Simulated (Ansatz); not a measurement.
# How the equilibrium volume per atom of TaSi (model structure, started from the NiAs type, P6₃/mmc, No. 194, 4 atoms in the cell) moves with the method

No measured value is used here.

```tsv
level (code)	value (Å³/atom)
PBE (Ansatz)	16.04
PBEsol (Ansatz)	15.60
PBE-D3(BJ) (Ansatz)	15.54
```

Density-functional levels without +SOC have no spin–orbit coupling. Ansatz's density-functional and Hartree–Fock values are scalar-relativistic unless marked +SOC, with PAW data made under PBE.

A model structure was made by putting elements into a prototype or built by hand; it is no filed structure, need not be a known phase, and can be a saddle point held by its symmetry.

Ansatz is an electronic-structure program.
